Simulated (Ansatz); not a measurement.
**A computed series for Re: response to strain**

The parent structure is Re (space group R-3m, No. 166; a cell from a computed database, its experimental status unchecked; relaxed with 0.1 eV smearing).

```yaml
crystal:
  lattice:
    - [1.37671, 0.79484, 6.65503]
    - [-1.37671, 0.79484, 6.65503]
    - [0.00000, -1.58968, 6.65503]
  atoms:
    - { symbol: Re, position: [0.00000, 0.00000, 0.00000] }
    - { symbol: Re, position: [0.22215, 0.22215, 0.22215] }
    - { symbol: Re, position: [0.77785, 0.77785, 0.77785] }
```

Cartesian axes are those of the cell as printed.

Strains are applied to the cell and any free atomic positions relax.

Computed with PBEsol in Ansatz (plane waves to 420 eV, PAW, no spin-orbit coupling).

Notes on the quantities. pressure: mean of the normal stresses, compression positive; energy relative to the base: free energy F.

| case | pressure | energy relative to the base | shortest interatomic distance | space group |
|---|---|---|---|---|
| base | 0.0 GPa | 0 meV/atom | 2.727 Å | R-3m (No. 166) |
| isotropic strain −2.24 % | 30.7 GPa | +86 meV/atom | 2.664 Å | R-3m (No. 166) |
| isotropic strain +2.58 % | -25.1 GPa | ___ | 2.799 Å | R-3m (No. 166) |
| tensor shear ε_yz = −2.14 % | ___ | ___ | 2.678 Å | C2/m (No. 12) |

Question: Complete the table.

Answer: 
- isotropic strain +2.58 %, energy relative to the base: +97 meV/atom
- tensor shear ε_yz = −2.14 %, pressure: 0.5 GPa
- tensor shear ε_yz = −2.14 %, energy relative to the base: +14 meV/atom

No phonon test of stability was made. All final runs are without spin polarisation. This is not the structure that Re has at room temperature and ambient pressure.

Ansatz is an electronic-structure program.
